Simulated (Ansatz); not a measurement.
We look at the surface energy of the NaC16 slab, the mean of its two faces, with the listed reservoirs for the atoms in excess. Reaction: 16 C (graphite) + Na (bcc) → cell A.

Cell A: a slab of composition NaC16 built on C (graphite, P6₃/mmc) (0001), with 8 atoms on that crystal's sites, 17 atoms, hexagonal cell of 4.93 Å (21.0 Å²), symmetry P6/mmm within 0.02 Å, 4.6 Å thick under 15 Å of vacuum, in-plane vectors held at the crystal's; planes from bottom to top: C8 | Na | C8; foreign atoms: Na bound to 12 C at 2.69 Å; spin state with PBE: no moments, k-point mesh 7×7×1.
```yaml
crystal:
  lattice:
    - [4.92998, 0.00000, 0.00000]
    - [-2.46499, 4.26949, 0.00000]
    - [0.00000, 0.00000, 19.13363]
  atoms:
    - { symbol: C, position: [0.16694, 0.33389, 0.38073] }
    - { symbol: C, position: [0.33389, 0.16694, 0.38073] }
    - { symbol: C, position: [0.16694, 0.83306, 0.38073] }
    - { symbol: C, position: [0.33333, 0.66667, 0.38109] }
    - { symbol: C, position: [0.66667, 0.33333, 0.38109] }
    - { symbol: C, position: [0.83306, 0.16694, 0.38073] }
    - { symbol: C, position: [0.66611, 0.83306, 0.38073] }
    - { symbol: C, position: [0.83306, 0.66611, 0.38073] }
    - { symbol: Na, position: [0.00000, 0.00000, 0.50000] }
    - { symbol: C, position: [0.16694, 0.33389, 0.61927] }
    - { symbol: C, position: [0.33389, 0.16694, 0.61927] }
    - { symbol: C, position: [0.16694, 0.83306, 0.61927] }
    - { symbol: C, position: [0.33333, 0.66667, 0.61891] }
    - { symbol: C, position: [0.66667, 0.33333, 0.61891] }
    - { symbol: C, position: [0.83306, 0.16694, 0.61927] }
    - { symbol: C, position: [0.66611, 0.83306, 0.61927] }
    - { symbol: C, position: [0.83306, 0.66611, 0.61927] }
```

Reference: C (graphite, P6₃/mmc), 16 atoms in the cell, the relaxed perfect crystal repeated, atoms not moved again, k-point mesh 7×7×4 on the run's own vectors.

Reference: Na (bcc, Im-3m), 1 atom in the cell, k-point mesh 20×20×20 on the run's own vectors. Conventional cell: a = 4.083 Å, b = 4.083 Å, c = 4.083 Å, α = 90.00°, β = 90.00°, γ = 90.00°.

Plane-wave PAW calculations with Ansatz (a first-principles code), its default PAW set, cutoff 420 eV, 500 eV for r2SCAN. The structures are at rest with PBE+D3(BJ), within the held lattices; other levels are single points on them. Neutral cells; Fermi-Dirac smearing of at most 0.10 eV in the solids, energies taken to zero width. The lattices are those relaxed with PBE+D3(BJ) or held as stated, so at other levels the solids can be strained, which adds to the spread. A dispersion term (D3(BJ), or D4 for r2SCAN) was computed beside these levels and is taken off wherever the name lacks it. Static lattices, no vibrational contributions. No structure search was made; lower ones may exist. No correction for cell size. Cell A has symmetry P6/mmm within 0.02 Å and got no random move, so less symmetric positions, which may lie lower, weren't tried.

Levels: PBE, PBE+D3(BJ), LDA, PBEsol, r2SCAN, r2SCAN+D4.

### Question
Is the change downhill or uphill at each level?

### Answer
too close to call: PBE (-0.02), LDA (0.04), PBEsol (0.00), r2SCAN (0.04); uphill: PBE+D3(BJ) (0.35), r2SCAN+D4 (0.24) (values in J/m²; within 0.05 J/m² of zero counts as too close to call). The levels shown span 0.37 J/m², from PBE (-0.02) to PBE+D3(BJ) (0.35).
